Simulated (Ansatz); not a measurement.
The parent structure is MgTe in the wurtzite structure (space group P6_3mc, No. 186).

```xyz
4
Lattice="4.6089 0.0000 0.0000 -2.3044 3.9914 0.0000 0.0000 0.0000 7.5001" Properties=species:S:1:pos:R:3 pbc="T T T"
Mg     0.0000     2.6609     7.4984
Mg     2.3044     1.3305     3.7484
Te     0.0000     2.6609     2.8217
Te     2.3044     1.3305     6.5717
```

Cartesian axes are those of the cell as printed.

All numbers come from PBE/PAW in Ansatz (a first-principles code), scalar-relativistic without spin-orbit coupling.

Base values:

Pressure: -0.1 kbar
Shortest interatomic distance: 2.818 Å

Now apply this change: uniaxial strain ε_zz = −1.80 %, all other strain components held at zero, atoms relaxed at fixed cell.

Task: How does this affect the largest internal atomic displacement, pressure, energy relative to the base and shortest interatomic distance?

Result: The largest internal atomic displacement amounts to 0.014 Å; the pressure (mean of the normal stresses, compression positive) rises by 6.3 kbar (-0.1 kbar → 6.2 kbar); the energy goes up by 1.9 meV/atom; the shortest interatomic distance falls by 0.0174 Å to 2.800 Å.

No phonon test of stability was made.
